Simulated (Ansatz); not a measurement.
Functionals compared on the (321) surface of fcc Pt in its 1x1 cell, outermost plane spacing 0.53 Å in the ideal cut, in Ansatz (plane waves, PAW). The structure was relaxed with PBE; the other rows are single points on it, each with its references at the same level. Cutoff 420 eV (500 eV for r2SCAN).

Set-up: 20 atoms, 10.1 Å thick at the start (thin: gaps and levels are the slab's own); mesh 8x6x1; 0.1 eV smearing; dipole correction on; all atoms relaxed; symmetry of the start imposed; no spin, no spin-orbit, no U. These notes are the PBE run's.

```
functional  surface energy (J/m²)  work function of the top face (eV)         rough cost of the single point
----------  ---------------------  ----------------------------------  -------------------------------------
PBE                          1.80                                5.38                                      –
LDA                          2.43                                5.76            very roughly 4 core-minutes
PBEsol                       2.24                                5.50  about 5 core-minutes (a rough figure)
RPBE                          [?]                                 [?]  about 5 core-minutes (a rough figure)
r2SCAN                       2.02                                5.41                 roughly 8 core-minutes
```

What belongs in the gaps?


- RPBE, surface energy (J/m²): 1.54
- RPBE, work function of the top face (eV): 5.22

Ansatz is an electronic-structure program.
